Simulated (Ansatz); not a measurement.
```xyz
5
Lattice="3.9852 0.0000 0.0000 0.0000 3.9852 0.0000 0.0000 0.0000 4.2022" Properties=species:S:1:pos:R:3 pbc="T T T"
Ti     1.9926     1.9926     1.9236
Ba     0.0000     0.0000     3.9522
O      1.9926     1.9926     3.7354
O      1.9926     0.0000     1.7205
O      0.0000     1.9926     1.7205
```

Another polymorph of this substance is known too; which is more stable was not tested here. Ba is the large-site (A) cation and Ti the one bonded closest to the anions (B).

Task: Give the diagonal Born effective charges atom by atom and the electronic dielectric tensor from linear response, Ansatz (a quantum-chemistry and plane-wave program), PBE functional, plane-wave PAW.

Result: 
```
atom   Z*xx   Z*yy   Z*zz
----  -----  -----  -----
Ti1    6.82   6.82   4.86
Ba2    2.72   2.72   2.92
O3    -1.92  -1.92  -4.05
O4    -2.10  -5.52  -1.87
O5    -5.52  -2.10  -1.87
```

ε∞ diagonal: 6.15, 6.15, 5.15. The five-atom cell is held in its symmetry and leaves out cell-doubling distortions; whether it is the ground state was not tested. At Γ this cell has an unstable mode of 131i cm⁻¹, so it is a symmetry-held saddle and not a minimum.
